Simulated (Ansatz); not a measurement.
# Hf in the hcp (Mg type) structure (space group P6_3/mmc, No. 194)

```cif
data_Hf2
_chemical_formula_sum 'Hf2'
_space_group_name_H-M_alt 'P 1'
_space_group_IT_number 1
_cell_length_a 3.19790
_cell_length_b 3.19790
_cell_length_c 5.04736
_cell_angle_alpha 90.000
_cell_angle_beta 90.000
_cell_angle_gamma 120.000
loop_
_space_group_symop_operation_xyz
  'x, y, z'
loop_
_atom_site_label
_atom_site_type_symbol
_atom_site_fract_x
_atom_site_fract_y
_atom_site_fract_z
_atom_site_occupancy
Hf1 Hf 0.66667 0.33333 0.75000 1
Hf2 Hf 0.33333 0.66667 0.25000 1
```

Method: r2SCAN (Ansatz, a program for electronic structure; PAW; 500 eV plane waves; without spin-orbit coupling). Settings: 17×17×9 k-points, 0.05 eV Fermi–Dirac smearing.

The volume per atom is 22.35 Å³ and the density is 13.26 g/cm³. The band gap comes out as zero and the total energy comes out as -15733.063 eV/atom (σ→0; compares only within this code and set-up).

Whether these cells are dynamically stable was not tested. The final runs are not spin-polarised.
